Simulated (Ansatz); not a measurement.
Worked example: zone-centre phonon calculation of CdAu (Pm-3m, 2 atoms in the cell) in Ansatz (a first-principles code).

Method of the run: LDA (PW92), default PAW files made with PBE (plane waves; Ansatz).

```
CELL_PARAMETERS angstrom
      3.35088     0.00000     0.00000
      0.00000     3.35088     0.00000
      0.00000     0.00000     3.35088
ATOMIC_POSITIONS crystal
  Cd 0.00000 0.00000 0.00000
  Au 0.50000 0.50000 0.50000
```

Reference input (self-consistent single point, DFT, LDA (PW92), plane waves, default PAW files made with PBE): basis.ecutwfc = 30.9 Ry; kpoints.mp_grid.grid = 10 10 10; hamiltonian.xc = lda; hamiltonian.pseudopotentials = {kind: paw} (the program's default PAW files); scf.occupations.method = fermi_dirac; scf.occupations.width = 0.0073 Ry. This run's input differs from it in these lines:

Ansatz 0.2 input:
```diff
@@ -16,7 +16,5 @@
 scf:
-  occupations: { method: fermi_dirac, width: 0.0073 Ry }
-output:
-  forces: true
-  eigenvalues: true
-  stress: true
+  occupations: { method: fermi_dirac, width: 0.0037 Ry }
+phonons:
+  method: dfpt
```

Output, abridged:

```
SCF iter   1: F=—  HF=-20983.165232 eV  |F-HF|=—  |Δ(HF+E_count)|=         —  Δρ=8.95e-3  dr2=1.81e-2  ethr=1.77e-3  ⟨swp⟩=5.9  Hψ=11996  notcnv=0
all-band conjugate gradients solve this SCF's bands
preconditioner: auto → Kerker (q_TF=auto, 2.745 Å⁻¹)
SCF iter   2: F=—  HF=-20983.160723 eV  |F-HF|=—  |Δ(HF+E_count)|=   4.51e-3  Δρ=3.51e-3  dr2=2.21e-3  ethr=4.65e-5  ⟨swp⟩=2.0  Hψ=5956  notcnv=0  defer=20
   [... lines left out ...]
SCF iter   6: F=—  HF=-20983.160087 eV  |F-HF|=—  |Δ(HF+E_count)|=   8.90e-6  Δρ=1.38e-5  dr2=5.50e-8  ethr=2.15e-9  ⟨swp⟩=2.3  Hψ=4544  notcnv=0  defer=20
SCF iter   7: F=—  HF=-20983.160087 eV  |F-HF|=—  |Δ(HF+E_count)|=   1.54e-8  Δρ=2.75e-6  dr2=2.31e-9  ethr=1.41e-10  ⟨swp⟩=2.1  Hψ=4789  notcnv=0  defer=20
SCF iter   8: F=—  HF=-20983.160087 eV  |F-HF|=—  |Δ(HF+E_count)|=  3.71e-10  Δρ=4.49e-7  dr2=6.39e-11  ethr=5.91e-12  ⟨swp⟩=2.4  Hψ=5057  notcnv=0  defer=20
SCF iter   9: F=-20983.160087 eV  HF=-20983.160087 eV  |F-HF|=7.28e-12  |Δ(HF+E_count)|=    0.00e0  Δρ=8.80e-8  dr2=3.20e-12  ethr=1.00e-12  ⟨swp⟩=5.6  Hψ=12046  notcnv=0
SCF 1 converged in 9 iterations: F = -20983.160087 eV  dr2 = 3.20e-12
DFPT response loops at Γ: preconditioner auto → Kerker (q_TF=auto, 2.745 Å⁻¹) (partly filled bands, converged f_vac=0.000) …
Free energy (F): -20983.160087 eV
Internal energy: -20983.155598 eV  (E = F + TS)
E sigma→0 (E₀):  -20983.157843 eV
Entropy (-TS):   -0.004489 eV (-2.244 meV/atom)
Fermi energy:    17.404988 eV
--- Phonons (Γ-DFPT): 2 representative perturbations + reference, on 126 of 1000 k-points (Σ response iterations 6) ---
  k mesh reduced under 8 symmetry operations, with k and −k counted as one. Each operation leaves every solved perturbation unchanged …
  ASR residual: 2.403e-4 → 0.000e0 eV/Å²; symmetrization residual: 1.712e-5 eV/Å²
  ASR residual per site (eV/Å²): 2.19e-4 2.40e-4
  Γ frequencies (cm⁻¹): 0.00 0.00 0.00 103.89 103.89 103.89
  non-analytic LO–TO correction: not included (Born effective charges unavailable; polar crystals: no LO–TO splitting at Γ)
```

The run converged in 9 iterations. 

Summary of the result:
| Item | Value |
|---|---|
| Free energy E − TS (on the zero of these files) | -20983.1601 eV |
| Fermi level (on the code's own zero) | 17.40 eV |
| Zone-centre frequencies (cm⁻¹; negative means imaginary) | 0, 0, 0, 104, 104, 104 |

The starting cell comes from a database of computed structures (which also holds hypothetical and non-ambient phases and stackings), without a prior relaxation at this level. Its lattice was rescaled by up to half a per cent.
